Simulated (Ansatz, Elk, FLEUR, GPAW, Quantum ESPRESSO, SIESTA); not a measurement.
One structure in several programs: MgCd3 (Imm2, 4 atoms in the cell)

Self-consistent single point, at a second geometry (lattice scaled by 0.98). First geometry:

```xyz
4
Lattice="-1.5934 5.0869 2.6590 1.5934 -5.0869 2.6590 1.5934 5.0869 -2.6590" Properties=species:S:1:pos:R:3 pbc="T T T"
Mg     0.0000     0.0000     3.5399
Cd     1.5934     0.0000     0.8974
Cd     1.5934     2.5296     2.6562
Cd     1.5934    -2.5296     2.6562
```

Shared settings, as Ansatz (a program for electronic structure) writes them: kpoints.mp_grid.grid = 7 7 7; scf.occupations.method = fermi_dirac; scf.occupations.width = 0.05 eV. Potentials and cutoffs stand in the table.

```tsv
code	model	ΔF from the first geometry (meV/atom)	pressure (GPa)	largest force (eV/Å)	cutoff
Elk	PBEsol, all-electron FP-LAPW, Elk's shipped species files, APW+lo basis with extra local orbitals	-3.8	–	–	rgkmax 8
SIESTA	GGA PBEsol, numerical atomic orbitals DZP, PseudoDojo PBEsol standard norm-conserving potentials (rewritten from UPF to PSML)	-40.8	-2.79	0.170	grid 350 Ry
FLEUR	PBEsol, all-electron FLAPW (FLEUR), scalar-relativistic valence	-3.7	–	–	Kmax 3.8 1/bohr
Ansatz	PBEsol, PAW files made with PBE	-3.9	1.17	0.023	420 eV
GPAW	PBEsol, GPAW PAW datasets PBEsol (made by gpaw-setup)	-6.9	0.81	0.030	800 eV
Quantum ESPRESSO	PBEsol, GBRV 1.5 ultrasoft (PBESOL) pseudopotentials	-2.5	1.00	0.018	40 Ry
```

Size of the force on each atom (eV/Å): Sizes of forces hide their directions.

| code | Mg1 | Cd2 | Cd3 | Cd4 |
|---|---|---|---|---|
| SIESTA | 0.025 | 0.049 | 0.170 | 0.169 |
| Ansatz | 0.010 | 0.003 | 0.023 | 0.023 |
| GPAW | 0.014 | 0.010 | 0.030 | 0.030 |
| Quantum ESPRESSO | 0.012 | 0.004 | 0.018 | 0.018 |

A dash marks a value that a program does not give, or that is left out as unsure.

The spread over the programs that give each value: ΔF from the first geometry within 38.3 meV/atom; pressure within 3.96 GPa; largest force within 0.152 eV/Å.

SIESTA uses small atom-centred bases, whose incompleteness enters pressures, forces and empty levels differently from a plane-wave cutoff. Elk and FLEUR treat all electrons, but the usual bases taken here (sphere radii, linearisation, local orbitals, empty states) were not tested for convergence, so the values are no reference for the others. Ansatz's pressure is given at a fixed set of plane waves, as the other plane-wave codes print theirs. In the pressure, SIESTA (by 3.79) lies more than 1 GPa from the median of the plane-wave programs. In the force vectors, SIESTA (by 0.147) lies more than 0.08 eV/Å from the median of the plane-wave programs.

The starting cell comes from a database of computed structures (which also holds hypothetical and non-ambient phases and stackings), without a prior relaxation at this level. Its lattice was rescaled by a random factor within 2.5 % of one. For this run, on top of that: lattice scaled by 0.98.

Left out of this page: CP2K (unsound by tests on forces, stress, charge or solver warnings).

Keys are those of Ansatz 0.2.
